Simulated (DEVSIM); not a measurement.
Device: Schottky contact on n-type GaAs, at 400 K.

Layer 1 from the left is GaAs, thickness (μm) 0.340, Nd (cm⁻³) 5.5e16, τn (s) 8.2e-10, τp (s) 8.2e-10.

Left contact: Schottky, work function 5.19 eV, emission velocity 3.8e6 cm/s. Right contact: ohmic. Voltage is applied to the left contact. Recombination: SRH at mid-gap, Auger. Mobility is μmin + (μ − μmin)/(1 + (N/Nref)^α).

The device is made up for the run: typed textbook-type constants, with dimensions and the other settings drawn at random. Values at 300 K; Nc and Nv go as T^1.5, mobilities as T to minus their exponent, the gap by Varshni's rule with the affinity fixed.

GaAs: gap (eV) 1.424, affinity (eV) 4.07, permittivity 12.9, Nc (cm⁻³) 4.7e17, Nv (cm⁻³) 9e18, μn (cm²/Vs) 8500, μp (cm²/Vs) 400, μn,min 500, μp,min 20, Nref,n 6e16, Nref,p 1.5e17, αn 0.39, αp 0.38, T exponent of μn 2.1, T exponent of μp 2.2, Cn (cm⁶/s) 1e-30, Cp (cm⁶/s) 1e-30, Varshni α (eV/K) 0.000541, Varshni β (K) 204.

Model (solved in DEVSIM): 1D drift-diffusion, Boltzmann statistics, complete ionisation; no tunnelling, impact ionisation, image-force lowering or self-heating. Metal contacts follow the ideal Schottky-Mott rule: no Fermi-level pinning, no interface dipoles.

Dark forward current:

| |V| (V) | |J| (A/cm²) |
|---|---|
| 0.05 | 1.012e-6 |
| 0.10 | 3.010e-6 |
| 0.15 | 7.259e-6 |
| 0.20 | 1.669e-5 |
| 0.25 | 3.866e-5 |
| 0.30 | 9.348e-5 |
| 0.35 | 0.0002443 |
| 0.40 | 0.0007098 |
| 0.45 | 0.002313 |
| 0.50 | 0.008324 |
| 0.55 | 0.03216 |
| 0.60 | 0.1298 |
| 0.65 | 0.5374 |
| 0.70 | 2.253 |
| 0.75 | 9.507 |
| 0.80 | 40.18 |
| 0.85 | 169.2 |
| 0.90 | 699.3 |
| 0.95 | 2716 |

**Question.** Work out the local ideality factor n = ΔV / (kT/q · ln(J2/J1)) between the rows 0.15 and 0.20 V, 0.75 and 0.80 V, 0.90 and 0.95 V.

**Answer.** kT/q = 34.47 mV. From 0.15 to 0.20 V: ln(1.669e-5/7.259e-6) = 0.833, n = 1.74. From 0.75 to 0.80 V: ln(40.18/9.507) = 1.441, n = 1.01, near the 1 of diffusion or emission over a barrier. From 0.90 to 0.95 V: ln(2716/699.3) = 1.357, n = 1.07, near the 1 of diffusion or emission over a barrier.

**Question.** Estimate the current at 0.70 V for emission alone, J0 = q v N_band exp(−φB/kT), and read the barrier back from the simulated current.

**Answer.** φB = 1.120 eV, N_band = 7.24e17 cm⁻³, J0 = 3.41e-9 A/cm²; J = J0 (exp(qV/kT) − 1) = 2.25 A/cm². The simulation gives 2.25 A/cm², the same within the digits that matter. Read backwards, the simulated current gives an apparent barrier of 1.120 eV. The estimate leaves out transport through the depletion region and minority injection.
